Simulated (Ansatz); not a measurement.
The starting structures come from a database of crystals and need not be the phases stable at ambient conditions.

 Where the default PAW files enter, the runs use the earlier of Ansatz's two default sets.

Given:

```xyz
14
Lattice="5.8772 0.0000 0.0000 -2.9386 5.0898 0.0000 2.9386 1.6966 4.7987" Properties=species:S:1:pos:R:3 pbc="T T T"
Ge     5.8772     3.3932     4.1989
Ge     1.4693     2.5449     1.7995
Ge     4.4079     2.5449     1.7995
Ge     0.0000     5.0898     1.7995
Ge     0.0000     0.0000     0.0000
Ge     2.9386     5.0898     3.5991
N      5.8772     1.8074     2.9601
N      2.9386     1.6966     2.8817
N      4.5038     4.1861     2.9601
N      1.5652     0.9037     0.6390
N      1.3734     4.1861     2.9601
N      4.3120     0.9037     0.6390
N      0.0000     3.3932     0.7173
N      2.9386     3.2825     0.6390
```

Space group of this cell: Fd-3m. The cell is taken as given; by PBEsol its mean pressure is -6.4 GPa.

These are PBEsol (plane waves, PAW; Ansatz, a program for electronic structure) values and carry that method's errors.

The current runs along the normal of the first two printed vectors; no spin-orbit coupling. Scaled by the factor s: the length along the current (ions clamped). Meshes 8×8×8 and 6×6 across the current in all rows.

```json
[
 {"s": "0.97", "mean pressure (GPa)": "0.5", "band gap (eV)": "?"},
 {"s": "1.00", "mean pressure (GPa)": "-6.4", "band gap (eV)": "1.87"},
 {"s": "1.03", "mean pressure (GPa)": "-12.0", "band gap (eV)": "1.33"}
]
```

Question: Take the slope of the band gap against ln s from the two given rows, extrapolate to s = 0.97, and say what the run there gives.

Answer: Slope = (1.33 − 1.87) / ln 1.03 = -18.3 eV. The line gives 1.87 + (-18.3) × ln 0.97 = 2.43 eV. The run gives 1.79 eV, 0.64 eV under the line, 114 % of the predicted step.
